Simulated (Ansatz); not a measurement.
Functionals compared on the (112) surface of tetragonal indium in its 1x1 cell, outermost plane spacing 1.71 Å in the ideal cut, in Ansatz (plane waves, PAW). The structure was relaxed with PBE; the other rows are single points on it, each with its references at the same level. Cutoff 420 eV (500 eV for r2SCAN).

Slab: 7 atoms, 10.2 Å thick at the start (thin: gaps and levels are the slab's own); k 11x8x1, smearing 0.1 eV, dipole-corrected; all atoms relaxed; symmetry of the start imposed; no spin, no spin-orbit, no U. These notes are the PBE run's.

```csv
functional,surface energy (J/m²),work function of the top face (eV),rough cost of the single point
PBE,0.37,3.86,–
LDA,…,…,very roughly 60 core-seconds
PBEsol,0.50,3.94,very roughly 60 core-seconds
RPBE,0.27,3.74,around 60 core-seconds (rough)
r2SCAN,0.41,3.98,roughly 2.4 core-minutes
```

**Question.** Complete the blanks.

**Answer.** 
- LDA, surface energy (J/m²): 0.55
- LDA, work function of the top face (eV): 4.13

Ansatz is a quantum-chemistry and plane-wave program.
